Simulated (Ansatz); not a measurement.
## A computed series for NbN: pressure series

Base system: NbN in the rock salt structure (space group Fm-3m, No. 225).

```
NbN
1.0
    0.00000     2.21065     2.21065
    2.21065     0.00000     2.21065
    2.21065     2.21065     0.00000
N Nb
1 1
Cartesian
  0.00000   0.00000   0.00000
  2.21065   2.21065   2.21065
```

Cell and atoms are relaxed at each pressure.

All numbers come from Ansatz (an electronic-structure program) PBE, scalar-relativistic without spin-orbit coupling.

```tsv
P (GPa)	V (Å³/atom)
-1.99	10.875
-0.99	10.838
3.00	10.700
7.00	10.571
15.00	10.335
30.00	9.956
50.00	9.543
75.00	9.125
100.00	8.782
```

Fit a third-order Birch–Murnaghan equation of state.

Least squares on P(V) = (3B₀/2)[(V₀/V)^(7/3) − (V₀/V)^(5/3)]·[1 + (3/4)(B₀′ − 4)((V₀/V)^(2/3) − 1)] gives V₀ = 10.80 Å³/atom, B₀ = 308 GPa and B₀′ = 4.3.

Measured bulk modulus of NbN: 292 GPa (temperature not stated; as listed in arXiv:1102.4063); the computed value is for a static lattice, so the two differ by thermal effects too.

Load acts through the strain it causes; cell and atoms are relaxed under it. Stability against distortions was not tested. Competing high-pressure phases were not computed. All final runs are without spin polarisation.
